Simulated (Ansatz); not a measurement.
For V$_{3}$Os (Fm-3m), PBEsol, DFPT electron-phonon coupling, linearised Boltzmann equation in Ansatz (a program for electronic structure) gives a transport coupling λ_tr = 0.216 and a Drude plasma energy ħω_p = 6.05 eV.

Problem. Estimate the resistivity at 300 K from the high-temperature formula ρ = 2π λ_tr k_B T / (ħ ε₀ ω_p²), and say how the full Boltzmann solution compares.

Solution. The scattering rate is 1/τ = 2π λ_tr k_B T/ħ = 5.33e13 s⁻¹ and ω_p = 9.19e15 s⁻¹, so ρ ≈ 7.13 μΩ·cm. The Boltzmann solution gives 6.23 μΩ·cm, 0.87 times the estimate; it lies lower because k_BT is not large against the phonon energies and the solution lets the distribution adjust.

A metal at this level (no band gap). Only scattering by harmonic phonons is included (no impurities, grain boundaries, electron-electron scattering or thermal expansion). Spin-orbit coupling is left out, which matters with elements this heavy. Halving the electron mesh (24x24x24) moves the resistivity by up to 2 % at 300 K, the coupling by up to 2 %. Smearing 0.20 eV; phonons on a 4x4x4 q mesh, which this run doesn't test.

Computed structure with no diffraction record at hand here (it may be known, metastable or hypothetical): V3Os (Fm-3m). Treated as nonmagnetic (a ferromagnetic start lost its moment, other orders weren't tried): V3Os (Fm-3m).
